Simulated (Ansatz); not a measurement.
Rutile MgH₂ was calculated with LDA in Ansatz (PAW).

Run with plane-wave cutoff 520 eV, 8×8×12 k mesh (along the axes of the cell as run), Fermi–Dirac smearing 0.01 eV, scalar-relativistic PAW data made under PBE.

Computed at the level's own relaxed cell.

```xyz
6
Lattice="4.4283 0.0000 0.0000 0.0000 4.4283 0.0000 0.0000 0.0000 2.9732" Properties=species:S:1:pos:R:3 pbc="T T T"
Mg     0.0000     0.0000     0.0000
Mg     2.2142     2.2142     1.4866
H      1.3475     1.3475     0.0000
H      3.5617     0.8667     1.4866
H      0.8667     3.5617     1.4866
H      3.0808     3.0808     0.0000
```

Problem. List the 8 lowest band energies at Γ above −25 eV (eV, relative to the valence band maximum), grouping those that round alike.

Solution. At Γ: -6.88, -1.58 (×2), -0.49, 4.31, 4.95, 9.11 (×2).

Ansatz is an electronic-structure program.
